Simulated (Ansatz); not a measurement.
The starting structures come from a database of crystals and need not be the phases stable at ambient conditions.

Inside the gap of an insulator the Bloch states are evanescent, with a wavenumber k + iκ along the transport direction.

Given:

```yaml
crystal:
  lattice:
    - [6.86257, 0.00000, 0.00000]
    - [2.83279, 6.25061, 0.00000]
    - [1.73627, 1.11937, 8.36524]
  atoms:
    - { symbol: Sr, position: [0.04270, 0.04270, 0.25955] }
    - { symbol: Sr, position: [0.95730, 0.95730, 0.74045] }
    - { symbol: Sr, position: [0.70674, 0.70674, 0.22314] }
    - { symbol: Sr, position: [0.29326, 0.29326, 0.77686] }
    - { symbol: P, position: [0.36087, 0.83359, 0.97625] }
    - { symbol: P, position: [0.63913, 0.16641, 0.02375] }
    - { symbol: P, position: [0.16641, 0.63913, 0.02375] }
    - { symbol: P, position: [0.83359, 0.36087, 0.97625] }
    - { symbol: P, position: [0.09638, 0.60060, 0.48668] }
    - { symbol: P, position: [0.90362, 0.39940, 0.51332] }
    - { symbol: P, position: [0.39940, 0.90362, 0.51332] }
    - { symbol: P, position: [0.60060, 0.09638, 0.48668] }
    - { symbol: P, position: [0.32798, 0.32798, 0.16050] }
    - { symbol: P, position: [0.67202, 0.67202, 0.83950] }
    - { symbol: P, position: [0.41476, 0.41476, 0.36622] }
    - { symbol: P, position: [0.58524, 0.58524, 0.63378] }
```

The cell is taken as given; by PBEsol it stands under a pressure of -1.4 GPa.

Transport runs along the normal of the first two printed cell vectors.

The gap is the functional's own. No spin-orbit coupling. Mid-gap values are those at the computed energy nearest the middle.

Task: Estimate the band gap and the smallest decay constant κ at mid-gap that PBEsol (Ansatz, an electronic-structure program) returns for this system.

Result: Gap 0.27 eV on a 6×6×4 mesh; κ = 0.132 1/Å, at the zone centre.
